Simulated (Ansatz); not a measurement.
Band structure of CoSi (P2_13, 8 atoms in the cell).

```xyz
8
Lattice="4.4230 0.0000 0.0000 0.0000 4.4230 0.0000 0.0000 0.0000 4.4230" Properties=species:S:1:pos:R:3 pbc="T T T"
Co     3.7777     2.8568     1.5662
Co     2.8568     1.5662     3.7777
Co     1.5662     3.7777     2.8568
Co     0.6453     0.6453     0.6453
Si     0.6924     1.5191     2.9039
Si     1.5191     2.9039     0.6924
Si     2.9039     0.6924     1.5191
Si     3.7306     3.7306     3.7306
```

Level of theory: PBE (plane waves, PAW; Ansatz, a first-principles code).

Settings: basis.ecutwfc = 420 eV; kpoints.mp_grid.grid = 9 9 9; hamiltonian.xc = pbe; hamiltonian.pseudopotentials = {kind: paw} (the program's default PAW files); scf.occupations.method = gaussian; scf.occupations.width = 0.272 eV; kpoints.band_path.npoints = 8.

The starting cell comes from a database of computed structures (which also holds hypothetical and non-ambient phases and stackings), without a prior relaxation at this level. Its lattice was rescaled by a random factor within 2.5 % of one. Spin polarisation is off.

Levels in eV from the Fermi level, bands 39 to 46:
| point | 39 | 40 | 41 | 42 | 43 | 44 | 45 | 46 |
|---|---|---|---|---|---|---|---|---|
| Γ | -0.88 | -0.88 | -0.11 | -0.11 | -0.11 | 2.42 | 2.42 | 2.42 |
| X | -0.75 | -0.75 | -0.59 | -0.59 | 0.91 | 0.91 | 1.42 | 1.42 |
| M | -1.10 | -1.10 | -0.14 | -0.14 | 0.50 | 0.50 | 1.93 | 1.93 |
| R | -1.33 | -1.33 | -0.32 | -0.32 | -0.32 | -0.32 | 5.33 | 5.33 |

Bands cross the Fermi level along this path, so the cell is metallic at this level.

Keys are those of Ansatz 0.2.
